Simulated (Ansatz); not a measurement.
Ansatz (an electronic-structure program) run on BeTe (F-43m, 2 atoms in the cell): self-consistent single point.

Level of theory: LDA (PW92), default PAW files made with PBE (plane waves; Ansatz).

```
CELL_PARAMETERS angstrom
      0.00000     2.81500     2.81500
      2.81500     0.00000     2.81500
      2.81500     2.81500     0.00000
ATOMIC_POSITIONS crystal
  Be 0.00000 0.00000 0.00000
  Te 0.25000 0.25000 0.25000
```

Reference input (self-consistent single point, DFT, PBE, plane waves, default PAW files): kpoints.mp_grid.grid = 5 5 5; hamiltonian.xc = pbe; hamiltonian.pseudopotentials = {kind: paw} (the program's default PAW files); scf.occupations.method = fermi_dirac; scf.occupations.width = 0.01 eV. This run's input differs from it in these lines:

Ansatz 0.2 input:
```diff
@@ -11,3 +11,3 @@
 hamiltonian:
-  xc: pbe
+  xc: lda
   pseudopotentials: { kind: paw }
```

The program printed (abridged):

```
SCF iter   1: F=—  HF=-6916.119938 eV  |F-HF|=—  |Δ(HF+E_count)|=         —  Δρ=5.10e-3  dr2=1.00e-2  ethr=1.77e-3  ⟨swp⟩=7.0  Hψ=854  notcnv=0
all-band conjugate gradients solve this SCF's bands
preconditioner: auto → none
SCF iter   2: F=—  HF=-6916.116764 eV  |F-HF|=—  |Δ(HF+E_count)|=   3.17e-3  Δρ=1.82e-3  dr2=6.49e-4  ethr=5.58e-5  ⟨swp⟩=2.6  Hψ=267  notcnv=0
SCF iter   3: F=—  HF=-6916.116450 eV  |F-HF|=—  |Δ(HF+E_count)|=   3.14e-4  Δρ=7.45e-4  dr2=1.08e-4  ethr=3.60e-6  ⟨swp⟩=2.0  Hψ=260  notcnv=0
SCF iter   4: F=—  HF=-6916.116433 eV  |F-HF|=—  |Δ(HF+E_count)|=   1.69e-5  Δρ=1.20e-4  dr2=3.65e-6  ethr=6.00e-7  ⟨swp⟩=2.0  Hψ=168  notcnv=0
SCF iter   5: F=—  HF=-6916.116434 eV  |F-HF|=—  |Δ(HF+E_count)|=   7.41e-7  Δρ=1.32e-5  dr2=7.93e-8  ethr=2.03e-8  ⟨swp⟩=2.0  Hψ=211  notcnv=0
SCF iter   6: F=-6916.116434 eV  HF=-6916.116434 eV  |F-HF|=3.09e-11  |Δ(HF+E_count)|=   6.82e-9  Δρ=8.41e-7  dr2=2.36e-10  ethr=4.41e-10  ⟨swp⟩=3.8  Hψ=548  notcnv=0
SCF 1 converged in 6 iterations: F = -6916.116434 eV  dr2 = 2.36e-10
Free energy (F): -6916.116434 eV
Internal energy: -6916.116434 eV  (E = F + TS)
E sigma→0 (E₀):  -6916.116434 eV
Fermi energy:    8.167002 eV
--- Forces (eV/Å), atoms counted from 1 ---
  atom   1  Be     0.00000000    -0.00000000     0.00000000
  atom   2  Te     0.00000000    -0.00000000     0.00000000
--- Stress (GPa, compression-positive) ---
       -2.252700       0.000000      -0.000000
        0.000000      -2.252700       0.000000
        0.000000       0.000000      -2.252700
  P = ⅓ Tr σ = -2.2527 GPa (-22.527 kbar)
  The stress holds the Pulay correction. Without it, at fixed plane waves, as pw.x and ABINIT print it: P = -2.2819 GPa
```

The run converged in 6 iterations. Against the reference run the pressure goes from 1.19 to -2.25 GPa and the gap on the mesh goes from 2.088 to 2.008 eV.

The starting cell has typed, rounded lattice constants, without a prior relaxation at this level. Spin-orbit coupling is off. Ansatz's pressure includes its estimate of the finite-basis (Pulay) stress.
